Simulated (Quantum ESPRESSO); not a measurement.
Quantum ESPRESSO run on SnO2 (P4_2/mnm, 6 atoms in the cell): self-consistent single point.

Level of theory: LDA (PZ), GBRV 1.5 ultrasoft (LDA) pseudopotentials (plane waves; Quantum ESPRESSO).

```
CELL_PARAMETERS angstrom
      4.79341     0.00000     0.00000
      0.00000     4.79341     0.00000
      0.00000     0.00000     3.22675
ATOMIC_POSITIONS crystal
  Sn 0.50000 0.50000 0.50000
  Sn 0.00000 0.00000 0.00000
  O  0.19403 0.80597 0.50000
  O  0.80597 0.19403 0.50000
  O  0.69403 0.69403 0.00000
  O  0.30597 0.30597 0.00000
```

Reference input (self-consistent single point, DFT, PBE, plane waves, GBRV 1.5 ultrasoft (PBE) pseudopotentials): ecutwfc = 40 Ry; ecutrho = 200 Ry; occupations = smearing; smearing = fd; degauss = 0.00147 Ry; potentials = {Sn: sn_pbe_v1.4.uspp.F.UPF, O: o_pbe_v1.2.uspp.F.UPF}; K_POINTS = automatic 4 4 5 0 0 0; conv_thr = 1e-10 Ry. This run's input differs from it in these lines:

```diff
@@ -22,4 +22,4 @@
 ATOMIC_SPECIES
-Sn   118.7100  sn_pbe_v1.4.uspp.F.UPF
-O     15.9990  o_pbe_v1.2.uspp.F.UPF
+Sn   118.7100  sn_lda_v1.4.uspp.F.UPF
+O     15.9990  o_lda_v1.2.uspp.F.UPF
 CELL_PARAMETERS {alat}
```

Output (repeated stretches shortened):

```
     Self-consistent Calculation

     iteration #  1     ecut=    40.00 Ry     beta= 0.70

     total energy              =    -446.38520474 Ry
     estimated scf accuracy    <       1.60273164 Ry

     iteration #  2     ecut=    40.00 Ry     beta= 0.70

     total energy              =    -446.83347746 Ry
     estimated scf accuracy    <       1.28899542 Ry

     iteration #  3     ecut=    40.00 Ry     beta= 0.70

     total energy              =    -447.09802964 Ry
     estimated scf accuracy    <       0.01486962 Ry

   [... 6 blocks of this kind left out ...]

     iteration # 10     ecut=    40.00 Ry     beta= 0.70

     total energy              =    -447.10219031 Ry
     estimated scf accuracy    <          1.0E-10 Ry

     iteration # 11     ecut=    40.00 Ry     beta= 0.70
     End of self-consistent calculation

     the Fermi energy is     9.0205 ev

!    total energy              =    -447.10219031 Ry
     estimated scf accuracy    <          5.0E-12 Ry
     smearing contrib. (-TS)   =      -0.00000000 Ry
     internal energy E=F+TS    =    -447.10219031 Ry

     convergence has been achieved in  11 iterations

     Forces acting on atoms (cartesian axes, Ry/au):

     atom    1 type  1   force =     0.00000000    0.00000000    0.00000000
     atom    2 type  1   force =     0.00000000    0.00000000    0.00000000
     atom    3 type  2   force =    -0.00358238    0.00358238    0.00000000
     atom    4 type  2   force =     0.00358238   -0.00358238    0.00000000
     atom    5 type  2   force =    -0.00358238   -0.00358238   -0.00000000
     atom    6 type  2   force =     0.00358238    0.00358238   -0.00000000

     Total force =     0.010133     Total SCF correction =     0.000001

          total   stress  (Ry/bohr**3)                   (kbar)     P=      -72.95
  -0.00046596   0.00000000   0.00000000          -68.55        0.00        0.00
   0.00000000  -0.00046596   0.00000000            0.00      -68.55        0.00
   0.00000000   0.00000000  -0.00055574            0.00        0.00      -81.75

   JOB DONE.
```

The run converged in 11 iterations. Against the reference run the pressure goes from 3.43 to -7.29 GPa, the largest force goes from 0.032 to 0.130 eV/Å and the gap on the mesh goes from 0.854 to 0.713 eV.

The starting cell comes from a database of computed structures (which also holds hypothetical and non-ambient phases and stackings), without a prior relaxation at this level. Its lattice was rescaled by a random factor within 2.5 % of one. With a pressure of about -7 GPa the cell is away from its equilibrium volume at this level.

Cost on one core of a shared machine: roughly 40 s.
